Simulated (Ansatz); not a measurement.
Ag (model structure, Pm-3n, No. 223, 8 atoms in the cell): bulk modulus by level of theory

No measured value is used here.

```csv
level (code),value (GPa),cell (Å³/atom)
LDA (Ansatz),129,16.51
PBEsol (Ansatz),110,17.19
r²SCAN (Ansatz),___,17.84
```

Task: Some entries are withheld; supply them.

Result: 
- r²SCAN (Ansatz, a first-principles code), value (GPa): 96.5

LDA, PBEsol, r²SCAN: the bulk modulus is −V dP/dV from two relaxed cells at ±2 % in volume. Each level is taken at its own relaxed cell. Cutoffs differ between the levels. Ansatz's density-functional and Hartree–Fock values are scalar-relativistic unless marked +SOC, with PAW data made under PBE.

A model structure was made by putting elements into a prototype or built by hand; it is no filed structure, need not be a known phase, and can be a saddle point held by its symmetry.
